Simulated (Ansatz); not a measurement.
The starting structures come from a database of crystals and need not be the phases stable at ambient conditions.

 Where the default PAW files enter, the runs use the earlier of Ansatz's two default sets.

By PBEsol, the system below comes out a metal.

Without scattering a metal conducts by its projected Fermi surface.

```xyz
2
Lattice="2.9197 0.0000 0.0000 0.0000 4.8932 0.0000 -1.3644 0.0000 2.4710" Properties=species:S:1:pos:R:3 pbc="T T T"
Au     1.4976     1.2233     0.8270
Au     0.0577     3.6699     1.6440
```

Space group of this cell: Cmcm. The cell is taken as given; by PBEsol its mean pressure is -5.3 GPa.

The current flows along the normal of the first two printed cell vectors. No spin-orbit coupling; the value is a mean over 0.1 eV about the Fermi level.

Task: State the ballistic conductance per area according to Ansatz (a quantum-chemistry and plane-wave program) with PBEsol.

Result: 0.86 × 10¹⁵ S/m² for both spins.
